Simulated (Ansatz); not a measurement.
Take CrGe in the rock salt structure (space group Fm-3m, No. 225; a = 5.048 Å; ferromagnetic; a hypothetical phase, not in the database extracts checked) as the base.

Level of theory: r2SCAN (Ansatz, a quantum-chemistry and plane-wave program; PAW; 500 eV plane waves; scalar-relativistic without spin-orbit coupling).

Base values:

| Quantity | Value |
|---|---|
| Lattice parameter a | 5.048 Å |
| Largest site moment | 2.63 μB |
| Magnetic state | ferromagnetic |

The change: every Ge is replaced by Ni, then cell and atoms are relaxed.

Problem. What does the calculation give for the lattice parameter a after the change?

Solution. The lattice parameter a decreases by 0.215 Å to 4.833 Å.

Problem. What happens to the largest site moment?

Solution. The largest site moment increases by 0.37 μB to 3.00 μB.

Problem. What happens to the magnetic state?

Solution. The magnetic state remains ferromagnetic.

The magnetic state is the one reached from the starting moments; the real material's order can differ, and small cells can't hold many antiferromagnetic ones. Stability against distortions was not tested. As relaxed here, CrNi is a hypothetical phase, not in the database extracts checked.
